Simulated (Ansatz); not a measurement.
## GaP (model structure, started from the PtS type, P4₂/mmc, No. 131, 4 atoms in the cell): properties by level of theory

| level (code) | equilibrium lattice constant a (Å) | lattice parameter c (Å) |
|---|---|---|
| PBE (Ansatz) | 3.630 | 6.497 |
| PBEsol (Ansatz) | ___ | ___ |
| PBE-D3(BJ) (Ansatz) | 3.533 | 6.529 |

**Question.** Fill in the missing entries.

**Answer.** 
- PBEsol (Ansatz, a first-principles code), equilibrium lattice constant a (Å): 3.539
- PBEsol (Ansatz), lattice parameter c (Å): 6.478

Ansatz's density-functional and Hartree–Fock values are scalar-relativistic unless marked +SOC, with PAW data made under PBE.

Computed values are for the static lattice.

A model structure was made by putting elements into a prototype or built by hand; it is no filed structure, need not be a known phase, and can be a saddle point held by its symmetry.
